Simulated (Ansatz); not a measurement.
Start from MgSe in the rock salt structure (space group Fm-3m, No. 225; a = 5.4496 Å). Axes: x, y, z lie along the cube axes.

Method: PBEsol (Ansatz, an electronic-structure program), scalar-relativistic without spin-orbit coupling.

Base values:

```
Item                                 Value
---------------------  -------------------
Band gap                           1.78 eV
Valence-band top at Γ  0.00, 0.00, 0.00 eV
Volume per atom                   20.23 Å³
```

Perturbation: biaxial strain +2.00 %, plane normal [001], relaxed out of plane (Cartesian); in-plane vectors clamped, the third vector and the atoms free.

Question: What happens to the band gap, valence-band top at Γ and volume per atom?

Answer: The band gap drops by 0.173 eV (1.78 eV → 1.60 eV); the valence-band top at Γ (three highest levels, from the VBM) changes from 0.00, 0.00, 0.00 eV to 0.00, 0.00, -0.16 eV; the volume per atom grows by 0.60 Å³ to 20.83 Å³.

Stability against distortions was not tested.
